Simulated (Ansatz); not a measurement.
Take ZnSiP₂ in the chalcopyrite structure (space group I-42d, No. 122; a = 5.306 Å, c = 10.380 Å) as the base. Axes: x, y, z lie along a, b, c of the conventional cell.

Computed with LDA, PAW, 420 eV (Ansatz, a program for electronic structure; scalar-relativistic without spin-orbit coupling).

Strains are applied to the cell and any free atomic positions relax; under biaxial strain the out-of-plane vector relaxes too.

One change was made to it. Results:

The smallest direct gap goes up by 0.16 eV, from 1.11 eV to 1.27 eV; the width of the top valence band falls by 0.058 eV, from 1.35 eV to 1.30 eV.

Problem. Which change produced these results?
A. biaxial strain −1.50 %, plane normal [001], relaxed out of plane
B. biaxial strain −3.00 %, plane normal [001], relaxed out of plane
C. biaxial strain −0.75 %, plane normal [001], relaxed out of plane

Solution. A, biaxial strain −1.50 %, plane normal [001], relaxed out of plane. For comparison, the smallest direct gap in the other runs: biaxial strain −0.75 %, plane normal [001], relaxed out of plane gives 1.21 eV; biaxial strain −3.00 %, plane normal [001], relaxed out of plane gives 1.33 eV.

Whether these cells are dynamically stable was not tested.
